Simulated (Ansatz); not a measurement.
Base system: SiC in the wurtzite structure (space group P6_3mc, No. 186; a = 3.056 Å, c = 5.016 Å).

Computed with LDA (Ansatz, a first-principles code; PAW; 420 eV plane waves; spin-orbit coupling left out).

Strains are applied to the cell and any free atomic positions relax.

One change was made to it. Results:

The mean gap deformation potential ΔEg/Δln V is +1.9 eV; the pressure (mean of the normal stresses, compression positive) goes from zero to 25.09 GPa; the valley order (the lowest conduction-band minima on the path, energy above the VBM, named in the base's zone) amounts to K (1/3, 1/3, 0) 1.96 eV; M (1/2, 0, 0) 2.88 eV.

What was done to the base?
A) isotropic strain −1.80 %
B) isotropic strain −3.00 %
C) isotropic strain −1.20 %
D) isotropic strain −2.40 %
E) isotropic strain −0.60 %

B, isotropic strain −3.00 %. For comparison, the valley order in the other runs: isotropic strain −2.40 % gives K (1/3, 1/3, 0) 1.99 eV; M (1/2, 0, 0) 2.84 eV; isotropic strain −1.80 % gives K (1/3, 1/3, 0) 2.03 eV; M (1/2, 0, 0) 2.81 eV; isotropic strain −0.60 % gives K (1/3, 1/3, 0) 2.10 eV; M (1/2, 0, 0) 2.75 eV; isotropic strain −1.20 % gives K (1/3, 1/3, 0) 2.07 eV; M (1/2, 0, 0) 2.78 eV.

Stability against distortions was not tested.
